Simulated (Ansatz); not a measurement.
## Effect of biaxial strain −0.37 %, plane normal [001], relaxed out of plane on WC

Start from WC (space group P-6m2, No. 187; a = 2.899 Å, c = 2.827 Å; relaxed with 0.1 eV smearing). Axes: x lies along a and z along c of the hexagonal cell.

The change: biaxial strain −0.37 %, plane normal [001], relaxed out of plane (Cartesian); in-plane vectors clamped, the third vector and the atoms free.

Level of theory: PBEsol/PAW in Ansatz (a program for electronic structure), spin-orbit coupling left out. Settings: 23×23×20 k-points, 0.1 eV Fermi–Dirac smearing.

The volume per atom decreases by 0.06 Å³ to 10.23 Å³ and the shortest interatomic distance falls by 0.0034 Å (2.191 Å → 2.187 Å). The pressure (mean of the normal stresses, compression positive) goes from zero to 2.3 GPa and the band gap stays zero. The out-of-plane strain is +0.14 % and the mean in-plane stress (compression positive) is +3.4 GPa.

No phonon test of stability was made. The final runs are not spin-polarised.
